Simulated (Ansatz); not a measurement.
NH2 on the 1x1 (111) surface of fcc Rh, one in a 2x2 cell, energies for each (25.4 Å²). Energies are against NH3(g) − ½ H2(g), without zero-point or thermal terms; each row is named by its start.

Computed with PBE (plane waves to 420 eV, PAW; Ansatz, a quantum-chemistry and plane-wave program).

Task: Which site binds most strongly?
A. hollow Rh-Rh-Rh over Rh at depth 2.2 Å
B. hollow Rh-Rh-Rh over Rh at depth 4.4 Å
C. bridge Rh-Rh (span 2.7 Å)

Result: C, bridge Rh-Rh (span 2.7 Å). Adsorption energies: bridge Rh-Rh (span 2.7 Å) -0.11 eV; hollow Rh-Rh-Rh over Rh at depth 4.4 Å 0.23 eV; hollow Rh-Rh-Rh over Rh at depth 2.2 Å 0.34 eV.
